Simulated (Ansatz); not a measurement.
Start from HgS in the zinc blende structure (space group F-43m, No. 216; a = 5.876 Å).

Perturbation: cell and atoms relaxed at a pressure of 30 GPa.

Levels (all Ansatz, a program for electronic structure, PAW): PBEsol (420 eV, scalar-relativistic without spin-orbit coupling); PBEsol+SOC (420 eV, spin-orbit coupling included).

The geometry is relaxed with PBEsol.

PBEsol band gap: zero
PBEsol gap character: absent
PBEsol pressure: 30.0 GPa

With PBEsol+SOC at the same geometry, the band gap changes from zero to 0.07 eV; the electron mass is 0.33 mₑ (at Γ); the gap character goes from absent to indirect, K–Γ (94 % along) → Γ; the pressure drops by 1.2 GPa, from 30.0 GPa to 28.8 GPa.

Single points use the geometry relaxed with PBEsol. A case with no gap was solved on a k-mesh chosen for an insulator, which is coarse for it. The spin-orbit shifts are approximate. With Hg present, leaving out spin-orbit coupling can change the band edges. Load acts through the strain it causes; cell and atoms are relaxed under it. Effective masses come from finite differences of ±0.01 Å⁻¹. Whether these cells are dynamically stable was not tested. Tetrahedral semiconductors of this kind turn to denser phases somewhere between about 1 and 50 GPa; those were not computed, so compressed cells here can lie past the real transition. The runs without spin-orbit coupling are not spin-polarised. The zero or small gap of HgS can change with the level of theory.
